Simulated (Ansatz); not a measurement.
## Convergence study of the k-point mesh for Pt3Pb (P4mm, 4 atoms in the cell)

```xyz
4
Lattice="4.1202 0.0000 0.0000 0.0000 4.1202 0.0000 0.0000 0.0000 4.1202" Properties=species:S:1:pos:R:3 pbc="T T T"
Pt     2.0601     0.0000     2.0601
Pt     0.0500     2.0601     2.0601
Pt     2.0601     2.0601     0.0000
Pb     0.0000     0.0000     0.0000
```

Method: LDA (PW92), default PAW files made with PBE (plane waves; Ansatz, an electronic-structure program).

Base settings: basis.ecutwfc = 420 eV; kpoints.mp_grid.grid = 8 8 8; hamiltonian.xc = lda; hamiltonian.pseudopotentials = {kind: paw} (the program's default PAW files); scf.occupations.method = fermi_dirac; scf.occupations.width = 0.1 eV.

Only quantities that move along the ladder and can be compared are tabulated.

The count of work is k-points × plane waves × bands × iterations; it is no time. 

The starting cell comes from a database of computed structures (which also holds hypothetical and non-ambient phases and stackings), without a prior relaxation at this level. Its lattice was rescaled by up to half a per cent. One atom was moved a little off its site on purpose. Spin polarisation is off. In the base run, with a pressure of about -11 GPa the cell is away from its equilibrium volume at this level. Ansatz's pressure includes its estimate of the finite-basis (Pulay) stress.

```csv
kpoints.mp_grid.grid,free energy less the last step's (meV/atom),pressure (GPa),largest difference of a force vector from the last step's (eV/Å),count of work / last
2 2 2,21.92,-16.65,0.102,0.0047
3 3 3,33.27,-10.09,0.040,0.0035
4 4 4,-10.03,-11.04,0.006,0.010
5 5 5,-1.89,-11.06,0.009,0.010
6 6 6,-0.46,-10.88,0.002,0.023
7 7 7,-1.22,-10.95,0.003,0.023
8 8 8,0.36,-10.91,0.000,0.044
9 9 9,0.04,-10.89,0.001,0.044
10 10 10,-0.08,-10.91,0.001,0.073
12 12 12,0.00,-10.90,0.000,0.11
14 14 14,0.01,-10.90,0.000,0.17
16 16 16,0.00,-10.90,0.000,0.24
17 17 17,0.00,-10.90,0.000,0.24
19 19 19,0.00,-10.90,0.000,0.32
21 21 21,0.00,-10.90,0.000,0.42
24 24 24,0.00,-10.90,0.000,0.69
26 26 26,0.00,-10.90,0.000,1.0
```

Coarsest kpoints.mp_grid.grid that holds the forces within 0.02 eV/Å of the last step, with all finer ones: 4 4 4, at 0.010 of the last step's count of work; the step before is off by 0.040 eV/Å.

Coarsest kpoints.mp_grid.grid that holds the free energy within 0.5 meV/atom of the last step, with all finer ones: 8 8 8, at 0.044 of the last step's count of work; the step before is off by 1.2 meV/atom.

Coarsest kpoints.mp_grid.grid that holds the pressure within 1 GPa of the last step, with all finer ones: 3 3 3, at 0.0035 of the last step's count of work; the step before is off by 5.7 GPa.

Keys are those of Ansatz 0.2.
